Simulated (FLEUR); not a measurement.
A self-consistent single point of LiH (Fm-3m, 2 atoms in the cell) with FLEUR

Computed with FLEUR with PBE, all-electron FLAPW (FLEUR), scalar-relativistic valence.

The input file:

Input of the input generator:

```
LiH crystal
&input film=f /
0.0000000000 3.8454660520 3.8454660520
3.8454660520 0.0000000000 3.8454660520
3.8454660520 3.8454660520 0.0000000000
1.0
1.0 1.0 1.0

2
3 0.0000000000 0.0000000000 0.0000000000
1 0.5000000000 0.5000000000 0.5000000000

&comp jspins=1 /
&kpt div1=9 div2=9 div3=9 /
&end /
```

```xml
<?xml version="1.0" encoding="UTF-8" standalone="no"?>
<fleurInput fleurInputVersion="0.39">
   <comment>
      LiH crystal                                                                                         
   </comment>
   <calculationSetup>
      <cutoffs Kmax="4.0" Gmax="20.0" GmaxXC="20.0" numbands="0"/>
      <scfLoop itmax="60" minDistance="0.00001" maxIterBroyd="25" imix="Anderson" alpha="0.05" precondParam="0.0" spinf="2.0"/>
      <coreElectrons ctail="T" frcor="F" kcrel="0" coretail_lmax="0"/>
      <xcFunctional name="pbe" relativisticCorrections="F"/>
      <magnetism jspins="1"/>
      <soc l_soc="F" theta="0.0" phi="0.0" spav="F"/>
      <expertModes spex="0" secvar="F"/>
      <geometryOptimization l_f="T" forcealpha="1.0" forcemix="BFGS" epsdisp="0.00001" epsforce="0.00001"/>
      <ldaU l_linMix="F" mixParam="0.05" spinf="1.0"/>
   </calculationSetup>
   <cell>
      <bzIntegration valenceElectrons="4.0" mode="gauss" fermiSmearingEnergy="0.00183747">
         <kPointListSelection listName="default-1"/>
         <!-- k-points included here -->
         <xi:include xmlns:xi="http://www.w3.org/2001/XInclude" href="kpts.xml"> </xi:include>
      </bzIntegration>
      <!-- symmetry operations included here -->
      <xi:include xmlns:xi="http://www.w3.org/2001/XInclude" href="sym.xml"> </xi:include>
      <bulkLattice scale="1.0">
         <bravaisMatrix>
            <row-1>    0.0000000000000000     3.8454660519999999     3.8454660519999999</row-1>
            <row-2>    3.8454660519999999     0.0000000000000000     3.8454660519999999</row-2>
            <row-3>    3.8454660519999999     3.8454660519999999     0.0000000000000000</row-3>
         </bravaisMatrix>
      </bulkLattice>
   </cell>
   <atomSpecies>
      <species name="Lithium (Li)" element="Li" atomicNumber="3">
         <mtSphere radius="2.00" gridPoints="665" logIncrement="0.015"/>
         <atomicCutoffs lmax="6" lnonsphr="4"/>
         <electronConfig flipSpins="F">
            <coreConfig></coreConfig>
            <valenceConfig>(1s1/2) (2s1/2)</valenceConfig>
            <stateOccupation state="(2s1/2)" spinUp="0.5" spinDown="0.5"/>
         </electronConfig>
         <energyParameters s="2" p="2" d="3" f="4"/>
         <lo type="SCLO" l="0" n="1" eDeriv="0"/>
         <lo type="SCLO" l="1" n="2" eDeriv="2"/>
         <lo type="SCLO" l="2" n="3" eDeriv="2"/>
      </species>
      <species name="Hydrogen (H)" element="H" atomicNumber="1">
         <mtSphere radius="1.55" gridPoints="513" logIncrement="0.017"/>
         <atomicCutoffs lmax="4" lnonsphr="3"/>
         <electronConfig flipSpins="F">
            <coreConfig></coreConfig>
            <valenceConfig>(1s1/2)</valenceConfig>
            <stateOccupation state="(1s1/2)" spinUp="0.5" spinDown="0.5"/>
         </electronConfig>
         <energyParameters s="1" p="2" d="3" f="4"/>
         <lo type="SCLO" l="0" n="1" eDeriv="2"/>
         <lo type="SCLO" l="1" n="2" eDeriv="2"/>
      </species>
   </atomSpecies>
   <atomGroups>
      <atomGroup species="Lithium (Li)">
         <relPos label="                   1">.0000000000 .0000000000 .0000000000</relPos>
         <force calculate="T" relaxXYZ="TTT"/>
      </atomGroup>
      <atomGroup species="Hydrogen (H)">
         <relPos label="                   2">1.000/2.000 1.000/2.000 1.000/2.000</relPos>
         <force calculate="T" relaxXYZ="TTT"/>
      </atomGroup>
   </atomGroups>
   <output dos="F" band="F" slice="F">
      <checks vchk="F" cdinf="F"/>
      <bandDOS minEnergy="-.5*Htr" maxEnergy="0.5*Htr" sigma="0.015" storeEVData="T"/>
      <vacuumDOS vacdos="F" integ="F" star="F" nstars="0" locx1="0.0" locy1="0.0" locx2="0.0" locy2="0.0" nstm="0" tworkf="0.0"/>
      <unfoldingBand unfoldBand="F" supercellX="1" supercellY="1" supercellZ="1"/>
      <plotting iplot="0" polar="F">
         <plot TwoD="T" vec1="  1.0  0.0  0.0" vec2="  0.0  1.0  0.0" vec3="  0.0  0.0  1.0" zero="  0.0  0.0  0.0" file="plot"/>
      </plotting>
      <chargeDensitySlicing numkpt="0" minEigenval="0.0" maxEigenval="0.0" nnne="0" pallst="F"/>
      <specialOutput eonly="F"/>
      <magneticCircularDichroism mcd="F" energyLo="-10.0" energyUp="0.0"/>
   </output>
  <!-- We include the file relax.xml here to enable relaxations (see documentation) -->
  <xi:include xmlns:xi="http://www.w3.org/2001/XInclude" href="relax.xml"> <xi:fallback/> </xi:include>
</fleurInput>
```

Output (repeated stretches shortened):

```
      Welcome to FLEUR        (www.flapw.de)
      MaX-Release 8.1          (www.max-centre.eu)

 ========== k-point set info ==========
 Selected k-point list: default-1
 k-point list type: mesh
 9 x 9 x 9
 Number of k points: 35

 ------------Calculation Setup---------------------------
           1           5           7          35
 Number of basis functions:          160
 Iteration:     1   Distance:       9.89101076 me/bohr^3
 Iteration:     2   Distance:       9.19447241 me/bohr^3
 Iteration:     3   Distance:       0.71814519 me/bohr^3
 Iteration:     4   Distance:       0.73572562 me/bohr^3
 Iteration:     5   Distance:       0.07597468 me/bohr^3
 Iteration:     6   Distance:       0.20310988 me/bohr^3
 Iteration:     7   Distance:       0.00831357 me/bohr^3
 Iteration:     8   Distance:       0.00077785 me/bohr^3
 Iteration:     9   Distance:       0.00098203 me/bohr^3
 Iteration:    10   Distance:       0.00001804 me/bohr^3
 Iteration:    11   Distance:       0.00006423 me/bohr^3
 Iteration:    12   Distance:       0.00000029 me/bohr^3

 Run finished successfully
 Stop message:
   Structural relaxation: Done

[file out, last iteration]
             iter=     13
          p o t e n t i a l   g e n e r a t o r
[...]
          integral of pseudo charge density inside the slab=        0.000000   0.000000
     coulomb potential in the interstitial region:
          density-coulomb potential integrals
          total density-coulomb potenti       -8.5919955415
          density-effective potential integrals for spin  1
          total density-effective poten   -1.1474219157E+01
          charge density-energy density integrals
          total charge density-energy d   -2.2488054217E+00
 Updated energy parameters for spin:           1
  Atom    1 2s branch from -1.61 to  2.22 htr. ; e_l =  0.1133
  Atom    1 2p branch from -9.99 to  1.60 htr. ; e_l =  0.1992
  Atom    1 3d branch from -9.99 to  3.52 htr. ; e_l =  0.3919
  Atom    1 4f branch from -9.99 to  5.59 htr. ; e_l =  0.5519
  Atom    1 1s branch from -9.99 to -1.61 htr. ; e_l(l -1.6317
  Atom    1 2p branch from -9.99 to  1.60 htr. ; e_l(l  0.1992
  Atom    1 3d branch from -9.99 to  3.52 htr. ; e_l(l  0.3919
  Atom    2 1s branch from -9.99 to  0.90 htr. ; e_l = -0.0785
  Atom    2 2p branch from -9.99 to  3.52 htr. ; e_l =  0.2310
  Atom    2 3d branch from -9.99 to  6.37 htr. ; e_l =  0.4101
  Atom    2 4f branch from -9.99 to  9.69 htr. ; e_l =  0.5695
  Atom    2 1s branch from -9.99 to  0.90 htr. ; e_l(l -0.0785
  Atom    2 2p branch from -9.99 to  3.52 htr. ; e_l(l  0.2310
[...]
 fermi energy and band-weighting factors:
at   0.44444   0.44444   0.44444   k-weight:    0.010974
    5 eigenvalues :
   -1.631776   -0.101958    0.182336    0.485513    0.585373
   [... 2 blocks of this kind left out ...]

[...]
FERMIE:
          first approx. to ef    (T=0)  :  -0.007130 htr   (energy of the highest occ. eigenvalue)
          number of occ. states  (T=0)  :         70
          first approx. to seigv (T=0)  :  -3.437672 htr
          sum of weights of occ. states :   2.000000
          sum of semicore charge        :   0.000000 e
          fermi energy=  -0.00253 har   work function=   0.06883 ev
          number of valence electrons=   3.99999
     band-weighting factor for spin=    1
     k-point=    1
      0.011 0.011 0.000 0.000 0.000
     k-point=    2
      0.033 0.033 0.000 0.000 0.000
     k-point=    3
      0.033 0.033 0.000 0.000 0.000
     k-point=    4
      0.033 0.033 0.000 0.000 0.000
     k-point=    5
      0.008 0.008 0.000 0.000 0.000
     k-point=    6
      0.016 0.016 0.000 0.000 0.000
     k-point=    7
      0.033 0.033 0.000 0.000 0.000
     k-point=    8
      0.066 0.066 0.000 0.000 0.000
     k-point=    9
      0.033 0.033 0.000 0.000 0.000
     k-point=   10
      0.033 0.033 0.000 0.000 0.000
     k-point=   11
      0.033 0.033 0.000 0.000 0.000
     k-point=   12
      0.016 0.016 0.000 0.000 0.000
     k-point=   13
      0.066 0.066 0.000 0.000 0.000
     k-point=   14
      0.033 0.033 0.000 0.000 0.000
     k-point=   15
      0.066 0.066 0.000 0.000 0.000
     k-point=   16
      0.066 0.066 0.000 0.000 0.000
     k-point=   17
      0.033 0.033 0.000 0.000 0.000
     k-point=   18
      0.011 0.011 0.000 0.000 0.000
     k-point=   19
      0.033 0.033 0.000 0.000 0.000
     k-point=   20
      0.033 0.033 0.000 0.000 0.000
     k-point=   21
      0.008 0.008 0.000 0.000 0.000
     k-point=   22
      0.033 0.033 0.000 0.000 0.000
     k-point=   23
      0.033 0.033 0.000 0.000 0.000
     k-point=   24
      0.033 0.033 0.000 0.000 0.000
     k-point=   25
      0.033 0.033 0.000 0.000 0.000
     k-point=   26
      0.033 0.033 0.000 0.000 0.000
     k-point=   27
      0.016 0.016 0.000 0.000 0.000
     k-point=   28
      0.033 0.033 0.000 0.000 0.000
     k-point=   29
      0.011 0.011 0.000 0.000 0.000
     k-point=   30
      0.033 0.033 0.000 0.000 0.000
     k-point=   31
      0.008 0.008 0.000 0.000 0.000
     k-point=   32
      0.016 0.016 0.000 0.000 0.000
     k-point=   33
      0.011 0.011 0.000 0.000 0.000
     k-point=   34
      0.008 0.008 0.000 0.000 0.000
     k-point=   35
      0.001 0.001 0.000 0.000 0.000
          sum of eigenvalues-correction=    -3.43767
          sum of weight                =     2.00000
          total moment                 =     0.00000
 Direct bandgap for spin            1 :   0.12126587803890691       Htr
 at k-point            6  with k-vector   0.11111111111111110       0.55555555555555558       0.55555555555555558
          valence density: spin= 1
[...]
     l-like charge
     atom     s        p        d        f        total
 -->  1    2.07272  0.15656  0.01914  0.00180    2.25054
 -->  2    0.90041  0.00820  0.00095  0.00010    0.90967
          total charge for spin  1=    3.999993
          interst. charge =       0.839787
          mt charge=              2.250538    0.909668
          total charge  =    3.999993
          z=  3.     r(1)=  0.945055E-04     dx= 0.015000     m.t.index= 665
               n    l     j    energy       weight
          atom type    1  (spin 1)
          kinetic energy=  0.000000000000E+00     sum of the eigenvalues=  0.000000000000E+00
          0.00000000  electrons lost from core.
          z=  1.     r(1)=  0.257177E-03     dx= 0.017000     m.t.index= 513
               n    l     j    energy       weight
          atom type    2  (spin 1)
          kinetic energy=  0.000000000000E+00     sum of the eigenvalues=  0.000000000000E+00
          0.00000000  electrons lost from core.
          total charge for spin  1=    3.999993
          interst. charge =       0.839787
          mt charge=              2.250538    0.909668
          total charge  =    3.999993
          zc=     4.000000     qfix=    1.000002
          total charge for spin  1=    4.000000
          interst. charge =       0.839788
          mt charge=              2.250542    0.909670
          total charge  =    4.000000
     t o t a l  e n e r g y
          sum of eigenvalues =                -3.4376719145
          density-coulomb potential int       -8.5919955415
          density-effective potential i      -11.4742191568
          charge density-ex.-corr.energ       -2.2488054217
          el.-nucl. inter. diff. m.t.          8.3197367682
          Madelung term for atom type:        -0.6359366429
          el.-nucl. inter. diff. m.t.          0.5878297517
          Madelung term for atom type:        -0.0840255272
 ---->    total energy=                       -8.1357846401 htr
 ---->    (input%tkb*entropy) TS=              0.0000000000 htr
 ---->    free energy=                        -8.1357846401 htr
      extrapolation for T->0
 ---->    total electron energy=              -8.1357846401 htr
 ***** TOTAL FORCES ON ATOMS *****
 TOTAL FORCE FOR ATOM TYPE=  1  X=  0.000   Y=  0.000   Z=  0.000
                       FX_TOT= 0.000000 FY_TOT= 0.000000 FZ_TOT= 0.000000
 TOTAL FORCE FOR ATOM TYPE=  2  X=  3.845   Y=  3.845   Z=  3.845
                       FX_TOT= 0.000000 FY_TOT= 0.000000 FZ_TOT= 0.000000
 Structural relaxation: Done
```

The run converged in 12 iterations. FLEUR gives forces in its relaxation mode, with a further iteration, so its stop message speaks of a relaxation.

The starting cell comes from a database of computed structures (which also holds hypothetical and non-ambient phases and stackings), without a prior relaxation at this level. Its lattice was rescaled by a random factor within 2.5 % of one. Values depend on the basis (sphere radii, cutoffs, local orbitals), which need not be converged.
